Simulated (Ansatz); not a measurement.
The reference is BeSe in the zinc blende structure (space group F-43m, No. 216; a = 5.178 Å).

The values are results of PBE, PAW, 420 eV (Ansatz, a first-principles code; no SOC), not measurements.

```csv
level,band gap,lattice parameter a
PBE,2.67 eV,5.178 Å
```

**Question.** From these computed values, estimate the measured ones, and say how each level misses.

**Answer.** Measured: band gap 4 eV (temperature not stated; as listed in Das, Protik, Mohammadi, Mohammad, Bazhirov, Timur, arXiv (2018)); lattice parameter a 5.139 Å (temperature not stated; as listed in Fabio Bernardini, Maria Peressi, Vincenzo Fiorentini, Phys. Rev. B (2000)). Computed minus measured — band gap: PBE -1.33 eV; lattice parameter a: PBE +0.8 %. Measured values not marked as corrected hold thermal and zero-point effects that the static-lattice runs lack. A measured gap can be an optical one, lowered by exciton binding. Levels without spin-orbit coupling miss its lowering of the gap, often about a third of the valence-band splitting.

Stability against distortions was not tested.
